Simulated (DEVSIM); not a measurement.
System: In0.49Ga0.51P/GaAs n-p heterojunction, at 300 K.

Layer 1 from the left is In0.49Ga0.51P, thickness (μm) 1.30, Nd (cm⁻³) 1.2e17, τn (s) 1.3e-9, τp (s) 1.3e-10. Layer 2 from the left is GaAs, thickness (μm) 3.50, Na (cm⁻³) 4e16, τn (s) 1.3e-9, τp (s) 1.3e-9.

Left contact: ohmic. Right contact: ohmic. Voltage is applied to the left contact. Recombination: SRH at mid-gap, Auger. Mobility is constant in doping.

Constants are typed, rounded textbook-type inputs, not results; the design itself was drawn at random and stands for no fabricated device. Values at 300 K.

In0.49Ga0.51P: gap (eV) 1.89, affinity (eV) 4, permittivity 11.8, Nc (cm⁻³) 9e17, Nv (cm⁻³) 1.3e19, μn (cm²/Vs) 1500, μp (cm²/Vs) 80, Cn (cm⁶/s) 3e-30, Cp (cm⁶/s) 3e-30. GaAs: gap (eV) 1.424, affinity (eV) 4.07, permittivity 12.9, Nc (cm⁻³) 4.7e17, Nv (cm⁻³) 9e18, μn (cm²/Vs) 8500, μp (cm²/Vs) 400, Cn (cm⁶/s) 1e-30, Cp (cm⁶/s) 1e-30.

Simulated with DEVSIM: 1D drift-diffusion, Boltzmann statistics, complete ionisation; no tunnelling, impact ionisation, image-force lowering or self-heating. Band offsets follow the typed affinities; no thermionic-emission limit at abrupt steps, no polarisation charge.

What does the simulation give for the dark forward voltage at 1 A/cm², the dark forward voltage at 100 A/cm², the largest field in the device at zero bias?

dark forward voltage at 1 A/cm² 0.999 V; dark forward voltage at 100 A/cm² 1.123 V; largest field in the device at zero bias 110000 V/cm.
